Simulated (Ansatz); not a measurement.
Start from GaAs in the zinc blende structure (space group F-43m, No. 216; a = 5.603 Å). Axes: x, y, z lie along the cube axes.

Method: LDA (Ansatz, a program for electronic structure; PAW; 420 eV plane waves; scalar-relativistic without spin-orbit coupling).

For the base:

- Valence-band top at Γ: 0.00, 0.00, 0.00 eV

The change: compressive biaxial strain of 1.00 % in the plane normal to [001], as in epitaxy on a mismatched substrate; the out-of-plane cell vector and the atoms relax.

What happens to the valence-band top at Γ and out-of-plane strain?

The valence-band top at Γ (three highest levels, from the VBM) goes from 0.00, 0.00, 0.00 eV to 0.00, 0.00, -0.12 eV; the out-of-plane strain amounts to +0.91 %.

The levels and masses belong to the bands next to the band gap. Stability against distortions was not tested.
